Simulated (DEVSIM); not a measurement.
System: Al/SiO2/n-Ge capacitor, at 300 K.

Layer 1 from the left is SiO2, thickness (nm) 1.30. Layer 2 from the left is Ge, thickness (nm) 11000, Nd (cm⁻³) 2.7e15.

Metal gate on the left, work function 4.1 eV. Fixed charge at the semiconductor interface -1.6e11 cm⁻² (in units of +e); interface traps 1e11 cm⁻² eV⁻¹, uniform in energy, neutral level at 0.5 of the gap above the valence band.

The device is made up for the run: typed textbook-type constants, with dimensions and the other settings drawn at random. Values at 300 K.

SiO2: gap (eV) 9, affinity (eV) 0.9, permittivity 3.9. Ge: gap (eV) 0.664, affinity (eV) 4, permittivity 16, Nc (cm⁻³) 1.04e19, Nv (cm⁻³) 6e18.

Simulated with DEVSIM: 1D Poisson equation in equilibrium, Boltzmann statistics, complete ionisation; no quantum confinement or tunnelling. Metal contacts follow the ideal Schottky-Mott rule: no Fermi-level pinning, no interface dipoles.

What does the simulation give for the flat-band voltage, the threshold voltage (band bending 2φF)?

flat-band voltage -0.10 V; threshold voltage (band bending 2φF) -0.36 V.
